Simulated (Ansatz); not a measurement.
# Point defects in WC

Start from a 16-atom supercell of WC (space group P-6m2, No. 187; a = 2.922 Å, c = 2.847 Å) at its relaxed geometry.

One neutral defect a cell, atoms relaxed at fixed cell.

Computed with PBE, PAW, 420 eV (Ansatz, an electronic-structure program; spin-orbit coupling left out).

```csv
variant,pressure,largest displacement of a host atom from its site in the perfect cell
perfect supercell,0.0 GPa,–
Ir on a C site,39.3 GPa,0.40 Å
Ge on a C site,27.4 GPa,0.16 Å
"C vacancy, symmetric start",-2.0 GPa,0.04 Å
"W interstitial (started 1.75 Å from the nearest host atom), symmetric start",62.4 GPa,0.49 Å
```

The cell is small, so the values are those of an ordered compound at a high defect concentration; dilute-limit values will differ. Defects with a symmetric start kept the site's symmetry and may sit on a saddle; the others started slightly shaken. All final runs are without spin polarisation.
